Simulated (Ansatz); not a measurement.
The reference is Al in the fcc (Cu type) structure (space group Fm-3m, No. 225; relaxed with 0.1 eV smearing).

```xyz
1
Lattice="0.0000 1.9919 1.9919 1.9919 0.0000 1.9919 1.9919 1.9919 0.0000" Properties=species:S:1:pos:R:3 pbc="T T T"
Al     0.0000     0.0000     0.0000
```

Method: LDA/PAW in Ansatz (a first-principles code), spin-orbit coupling left out.

Base values:

```
Quantity    Value
--------  -------
Pressure  0.0 GPa
```

Now apply this change: an isotropic linear strain of +3.00 %, atoms relaxed at fixed cell.

### Question
Estimate the effect on the energy relative to the base.

### Answer
The energy grows by 30 meV/atom.

### Question
Estimate the effect on the pressure.

### Answer
The pressure goes from zero to -6.0 GPa.

No phonon test of stability was made.
